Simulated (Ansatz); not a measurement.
**What uniaxial strain ε_xx = −2.00 % does to Zr**

Base system: Zr in the hcp (Mg type) structure (space group P6_3/mmc, No. 194; a = 3.2443 Å, c = 5.1580 Å; relaxed with 0.1 eV smearing). Axes: x lies along a and z along c of the hexagonal cell.

Perturbation: uniaxial strain ε_xx = −2.00 %, all other strain components held at zero, atoms relaxed at fixed cell.

The values are results of Ansatz (a quantum-chemistry and plane-wave program) r2SCAN, no spin-orbit coupling, not measurements. k-mesh 20×20×11 (Γ-centred); smearing 0.1 eV (Fermi–Dirac).

- Volume per atom = 23.04 Å³ (base 23.51 Å³)
- Space group = Cmcm (No. 63) (base P6_3/mmc (No. 194))
- Shortest interatomic distance = 3.162 Å (base 3.187 Å)
- Energy relative to the base (free energy F) = +4.5 meV/atom
- Pressure (mean of the normal stresses, compression positive) = 1.9 GPa (base 0.0 GPa)
- Band gap = zero (base zero)
- Largest internal atomic displacement = 0.022 Å
- Stress (xx, yy, zz, yz, xz, xy; compression positive) = (3.1, 1.5, 1.3, 0.0, 0.0, 0.0) GPa

Whether these cells are dynamically stable was not tested. All final runs are without spin polarisation.
